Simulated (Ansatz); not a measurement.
# PtTe2: stress against strain

PtTe2 (1T layered, P-3m1, 23.013 Å³/atom and stress up to 0.01 GPa in the relaxed cell, c along z) under an equal strain ε in the (0001) plane with the normal axis free, as in a coherent film. PBEsol-D3(BJ) in Ansatz, a plane-wave DFT program (PAW, default set), 420 eV, 17×17×12 Γ-centred mesh, Fermi-Dirac smearing 0.10 eV; ions are relaxed, or left where forces stay under 0.02 eV/Å, within the symmetry of each cell. Against the start cell, which lies near the measured one, the relaxed cell differs by -6.0 % in volume and -5.0 % in c; the values below rest on it. Stress is positive for a compressed cell.

Here s stands for strain and y for stress xx.

| strain (%) | stress xx (GPa) |
|---|---|
| -3.00 | ? |
| -1.50 | 2.73 |
| -1.00 | 1.80 |
| -0.50 | 0.89 |
| 0.00 | -0.01 |
| 0.50 | -0.89 |
| 1.00 | -1.75 |
| 1.50 | -2.60 |

### Question
Using a straight line, estimate the missing y at s = -3.00 from the other rows, showing the fit.

### Answer
Means: s 0, y 0.024. About the means, the sum of products is -12.435 and the sum of squares of s is 7.0000; the slope is their ratio. Least squares gives y = 0.024 - 1.7764·s. Residuals (row less fit): 0.041, 0.000, -0.022, -0.034, -0.026, 0.002, 0.041; standard error 0.034 (degrees of freedom: 5). The slope gives the biaxial elastic modulus of this plane = about 180 GPa. At the withheld row, y = 0.024 - 1.7764 × (-3.0) = 5.353 GPa. The calculation gives 5.54 GPa, 0.187 GPa above the prediction (2.3 % of the range of y in the table). The row lies outside the fitted rows, so this is an extrapolation. From the scatter of the fitted rows alone, a prediction at this place has a standard error of 0.053 GPa, so the miss is 3.5 times that.

A polynomial of degree 2 through the 12 other runs of the series gives 5.59 there. In a metal these values are sensitive to mesh and smearing; energies are taken to zero smearing, stresses follow the free energy. The runs aren't spin-polarised. Spin-orbit coupling is left out, which can shift these values for the heavy elements here. Rows are the converged runs of the series near zero and its far end, less any whose ions stayed unrelaxed beside relaxed ones; series whose fitted rows scatter by over a few per cent of the range, as at a crossing or softening among them, aren't shown in this form. Most that stay on the fit to the last digits aren't either.
